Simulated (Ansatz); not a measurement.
What pressure 5 GPa does to SrTiO3

The reference is SrTiO3 in the cubic perovskite structure (space group Pm-3m, No. 221; a = 3.9070 Å).

Modification: cell and atoms relaxed at a pressure of 5 GPa.

Method: DFT with r2SCAN, PAW potentials and a 500 eV plane-wave cutoff in Ansatz (a program for electronic structure), without spin-orbit coupling. k-mesh 9×9×9 (Γ-centred); smearing 0.05 eV (Fermi–Dirac).

The volume per atom decreases by 0.295 Å³ to 11.63 Å³ and the density rises by 0.13 g/cm³ (5.11 g/cm³ → 5.24 g/cm³). The lattice parameter a falls by 0.0325 Å (3.907 Å → 3.874 Å) and the shortest interatomic distance drops by 0.016 Å, from 1.953 Å to 1.937 Å. The enthalpy H = E + PV relative to the base's energy is +0.37 eV/atom and the band gap goes up by 0.06 eV (2.26 eV → 2.32 eV). The gap character is still indirect, R → Γ and the smallest direct gap goes up by 0.04 eV (2.63 eV → 2.67 eV). The mean gap deformation potential ΔEg/Δln V is -2.3 eV.

Load acts through the strain it causes; cell and atoms are relaxed under it. Whether these cells are dynamically stable was not tested. No other phases were tried under pressure. The final runs are not spin-polarised. Many cubic perovskites are stable only at high temperature; tilts and polar distortions were not tested.
